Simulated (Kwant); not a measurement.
System: quantum point contact (saddle potential) in a In0.53Ga0.47As two-dimensional gas. Effective mass 0.041 mₑ, grid spacing 10 nm, hard walls, nominal width 300 nm (29 grid rows, so walls 300 nm apart), one parabolic valley, scattering region 900 nm long along x; energies count from the band bottom; Fermi energy 0.000949 eV. Potential (V0 + ½k y²) cos²(πx/L) for |x| < L/2, with V0 swept from 0.00099645 to 0 eV, k = 3.5e-07 eV/nm², L = 670 nm.

The device is made up for the run: typed textbook-type constants, with dimensions and the other settings drawn at random.

Model: effective-mass tight-binding model on a square grid, one spin, coherent transport at 0 K (Kwant). Conductance is in e²/h.

Sweep values stay those of the base run.

Base results: mean G (e²/h) over the sweep 0.55; G (e²/h) at V0 = 0.5054 meV 0.76; G (e²/h) at V0 = 0.2599 meV 1.00; G (e²/h) at V0 = 0.7510 meV 0.0092.

Q: What follows from this one change: magnetic field 0 → 0.069 T?

A: mean G over the sweep little changed (0.54 e²/h); G at V0 = 0.5054 meV 0.76 → 0.71 e²/h; G at V0 = 0.2599 meV little changed (1.00 e²/h); G at V0 = 0.7510 meV 0.0092 → 0.0062 e²/h.

Q: What follows from this one change: Fermi energy 0.000949 → 0.00047 eV?

A: mean G over the sweep 0.55 → 0.080 e²/h; G at V0 = 0.5054 meV 0.76 → 4.3e-6 e²/h; G at V0 = 0.2599 meV 1.00 → 0.0016 e²/h; G at V0 = 0.7510 meV 0.0092 → 4.3e-8 e²/h.

Q: What follows from this one change: length of the gated region 670 → 170 nm?

A: mean G over the sweep 0.55 → 0.65 e²/h; G at V0 = 0.5054 meV 0.76 → 0.65 e²/h; G at V0 = 0.2599 meV little changed (0.97 e²/h); G at V0 = 0.7510 meV 0.0092 → 0.30 e²/h.
